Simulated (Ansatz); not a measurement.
# AlRu: isotropic strain +1.50 %

Start from AlRu in the CsCl type structure (space group Pm-3m, No. 221; a = 2.955 Å; relaxed with 0.1 eV smearing).

One thing is altered: an isotropic linear strain of +1.50 %; the atoms relax in the strained cell.

Level of theory: LDA (Ansatz, a first-principles code), no spin-orbit coupling. k-mesh 19×19×19 (Γ-centred); smearing 0.1 eV (Fermi–Dirac).

```csv
quantity,base,changed,shift
volume per atom,12.90 Å³,13.48 Å³,+0.589 Å³
space group,Pm-3m (No. 221),Pm-3m (No. 221),–
shortest interatomic distance,2.559 Å,2.597 Å,+0.038 Å
energy relative to the base (free energy F),0 meV/atom,+18 meV/atom,+18 meV/atom
pressure,0.0 GPa,-9.4 GPa,-9.4 GPa
band gap,zero,zero,–
```

Final structure:

```xyz
2
Lattice="2.9988 0.0000 0.0000 0.0000 2.9988 0.0000 0.0000 0.0000 2.9988" Properties=species:S:1:pos:R:3 pbc="T T T"
Al     1.4994     1.4994     1.4994
Ru     0.0000     0.0000     0.0000
```

Stability against distortions was not tested. The final runs are not spin-polarised.
